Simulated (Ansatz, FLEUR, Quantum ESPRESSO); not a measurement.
# YbAl2 (Fd-3m, 6 atoms in the cell) computed with different codes at matched settings

Self-consistent single point, at a second geometry (lattice scaled by 0.98). First geometry:

```yaml
crystal:
  lattice:
    - [0.00000, 3.92553, 3.92553]
    - [3.92553, 0.00000, 3.92553]
    - [3.92553, 3.92553, 0.00000]
  atoms:
    - { symbol: Yb, position: [0.25000, 0.25000, 0.25000] }
    - { symbol: Yb, position: [0.00000, 0.00000, 0.00000] }
    - { symbol: Al, position: [0.62500, 0.12500, 0.62500] }
    - { symbol: Al, position: [0.62500, 0.62500, 0.62500] }
    - { symbol: Al, position: [0.12500, 0.62500, 0.62500] }
    - { symbol: Al, position: [0.62500, 0.62500, 0.12500] }
```

Shared settings, as Ansatz (a first-principles code) writes them: kpoints.mp_grid.grid = 10 10 10; scf.occupations.method = fermi_dirac; scf.occupations.width = 0.05 eV. Potentials and cutoffs stand in the table.

```
code                                                                        model  ΔF from the first geometry (meV/atom)  pressure (GPa)           cutoff
----------------  ---------------------------------------------------------------  -------------------------------------  --------------  ---------------
FLEUR             PBEsol, all-electron FLAPW (FLEUR), scalar-relativistic valence                                    3.5               –  Kmax 4.1 1/bohr
Ansatz                                            PBEsol, PAW files made with PBE                                    3.2            2.66           420 eV
Quantum ESPRESSO             PBEsol, SSSP 1.1.2 efficiency (PBE) pseudopotentials                                    0.6            2.14            50 Ry
```

A dash marks a value that a program does not give, or that is left out as unsure.

On Ansatz's run: spin-orbit coupling is off. Spin polarisation is off.

The spread over the programs that give each value: ΔF from the first geometry within 2.9 meV/atom; pressure within 0.52 GPa.

FLEUR treats all electrons, but the usual bases taken here (sphere radii, linearisation, local orbitals, empty states) were not tested for convergence, so the values are no reference for the others. Ansatz's pressure is given at a fixed set of plane waves, as the other plane-wave codes print theirs; with its correction for the finite basis it is 2.71 GPa.

The starting cell comes from a database of computed structures (which also holds hypothetical and non-ambient phases and stackings), without a prior relaxation at this level. Its lattice was rescaled by a random factor within 2.5 % of one. For this run, on top of that: lattice scaled by 0.98.

Keys are those of Ansatz 0.2.
